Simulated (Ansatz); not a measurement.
System: GaSe (R3m, No. 160, 4 atoms in the cell; start mp-11342; a measured phase of this formula has another space group). Method: HSE06 (Ansatz, a first-principles code, plane waves, PAW).

Numerical settings: plane-wave cutoff 500 eV, 6×6×6 k mesh, gaussian smearing 0.02 eV, scalar-relativistic PAW data made under PBE.

Cell (relaxed at this level):

Space group R3m, hexagonal axes (No. 160); a = b = 3.7784 Å, c = 26.5899 Å, α = β = 90.00°, γ = 120.00°

| atom | site | symmetry | x | y | z |
|---|---|---|---|---|---|
| Ga | 3a | 3m | 0.0000 | 0.0000 | 0.0463 |
| Ga | 3a | 3m | 0.0000 | 0.0000 | 0.9540 |
| Se | 3a | 3m | 0.0000 | 0.0000 | 0.7563 |
| Se | 3a | 3m | 0.0000 | 0.0000 | 0.5774 |
(The calculation used a cell of 4 atoms; values per cell refer to that cell.)

Q: Estimate the band gap that the calculation returns.

A: 
- band gap = 2.26 eV (on the SCF k mesh)

Note: the relaxation could not lower the start's symmetry, so the cell can be a saddle point above a distorted one; the cell has widely spaced layers and the level no dispersion term, so their spacing and the moduli can rest on weak binding.

Spin–orbit coupling is not included.

Computed values are for the static lattice.

A start named mp-… is a Materials Project structure, which need not be a measured phase.
